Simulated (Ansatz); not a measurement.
System: cubic perovskite CsSnI3 (cubic high-temperature phase). Method: LDA (plane waves, PAW; Ansatz, a program for electronic structure).

Numerical settings: plane-wave cutoff 520 eV, 4×4×4 k mesh, scalar-relativistic PAW data made under PBE.

The cell has the measured lattice: a = b = c = 6.2190 Å, α = β = γ = 90.00°.

**Question.** Estimate the Young modulus, elastic constant C11, Poisson ratio, Voigt–Reuss–Hill shear modulus (Hill average), elastic constant C12 and elastic constant C44 that the calculation returns.

**Answer.** 
- Young modulus = 18.7 GPa
- elastic constant C11 = 36.7 GPa
- Poisson ratio = 0.282
- Voigt–Reuss–Hill shear modulus (Hill average) = 7.30 GPa
- elastic constant C12 = 3.11 GPa
- elastic constant C44 = 3.85 GPa

Note: held by symmetry at 0 K, a high-temperature phase can be a saddle point; the cell isn't this level's own, so it is under some stress, which shifts stiffness and frequencies.

Elastic constants are with the ions relaxed.

Spin–orbit coupling is not included.

Static lattice: no zero-point or thermal effects.

Computing time: around 110 core-seconds (rough).
